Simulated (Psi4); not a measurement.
Psi4 1.11, PBE0/def2-svp: Ga(OH)2(SiMe3) (C[Si](C)(C)[Ga]([OH])[OH]), 18 atoms. The geometry is a generated start, not checked to be a minimum at this level.

```
Property                                            Result
--------------------------  ------------------------------
task                                                energy
method                                                pbe0
basis                                             def2-svp
memory                                                3 GB
maxiter                                                100
keys of the molecule block                     symmetry c1
scf_type                                      df (default)
guess                       auto, which took SAD (default)
scf_initial_accelerator                    adiis (default)
e_convergence                              1e-06 (default)
d_convergence                              1e-06 (default)
dft_radial_points                             75 (default)
dft_spherical_points                         302 (default)
basis functions                                        175
grid points                                         383505
```

```xyz
18

Ga     1.0491    -0.4653     1.5360
O      0.3649    -1.7167     2.5351
H      0.2527    -2.3069     3.2737
O      2.3437     0.6069     2.0066
H      2.9796     0.9628     2.6231
Si    -0.2082     0.0842    -0.4302
C      0.9511     0.9212    -1.6980
C     -1.5943     1.2709     0.1470
C     -0.9237    -1.5372    -1.1440
H      0.4048     1.3432    -2.5364
H      1.5102     1.7208    -1.2209
H      1.6693     0.2064    -2.0906
H     -1.1574     2.1554     0.6039
H     -2.2103     0.7819     0.8982
H     -2.2413     1.5928    -0.6642
H     -1.3989    -2.1093    -0.3526
H     -0.1318    -2.1524    -1.5642
H     -1.6595    -1.3590    -1.9224
```

One run each on 2 threads. Values of diis_max_vecs tried: 3, 6, 10 (default), 20.

### Question
How does the count of SCF iterations change with diis_max_vecs, and where is it least?

### Answer
Fewest SCF iterations, within one of each other: 6 with 11, 10 (default) with 10, 20 with 10. The count rises to 16 at 3. All converge to one solution.

| diis_max_vecs | SCF iterations | end |
|---|---|---|
| 3 | 16 | same solution |
| 6 | 11 | same solution |
| 10 (default) | 10 | same solution |
| 20 | 10 | same solution |
